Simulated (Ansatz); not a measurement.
Troubleshooting Ansatz (an electronic-structure program): a failed run on NaTiSi₂O₆ (C2/c, 20 atoms in the cell). The aim is a self-consistent single point with DFT, r2SCAN, plane waves, default PAW files made with PBE.

Cell that was meant: a = 6.6528 Å, b = 6.6528 Å, c = 5.3674 Å, α = 102.27°, β = 102.27°, γ = 84.97°.

Part of the input:

Ansatz 0.2 input:
```yaml
hamiltonian:
  xc: r2scan
  pseudopotentials: { kind: paw }
magnetization:
  spin_orbit: true
scf:
  occupations: { method: fermi_dirac, width: 0.136 }
output:
```

Log, with long lists cut:

```
Error: inconsistent input (magnetization.spin_orbit, magnetization.noncollinear): true requires noncollinear: true — spin–orbit coupling acts on 2-spinor wavefunctions; set both flags
```

**Question.** From the messages shown, name the fault and mend the input.

**Answer.** The fault is spin-orbit coupling without the non-collinear switch. Spin-orbit coupling mixes the two spin components, so the orbitals must be spinors. To fix it, switch non-collinear spin on with it, or drop the coupling. The program stopped before any SCF iteration.

The sound input it was made from differs as follows (other fixes are possible):
```diff
-magnetization:
-  spin_orbit: true
```

With that input, the run converged in 9 iterations: free energy E − TS (on the zero of these files) -17392.4213 eV; Fermi level (on the code's own zero) 9.45 eV; pressure -6.08 GPa; largest force (vector length) 0.542 eV/Å (DFT, r2SCAN, plane waves, default PAW files made with PBE).

On the sound input: the starting cell comes from a database of published, mostly measured structures (it also holds non-ambient and calculated ones), without a prior relaxation at this level. Its lattice was rescaled by a random factor within 2.5 % of one. Spin polarisation is off, so a magnetic state, if there is one, cannot be reached. With a pressure of about -6 GPa the cell is away from its equilibrium volume at this level. Ansatz's pressure includes its estimate of the finite-basis (Pulay) stress.
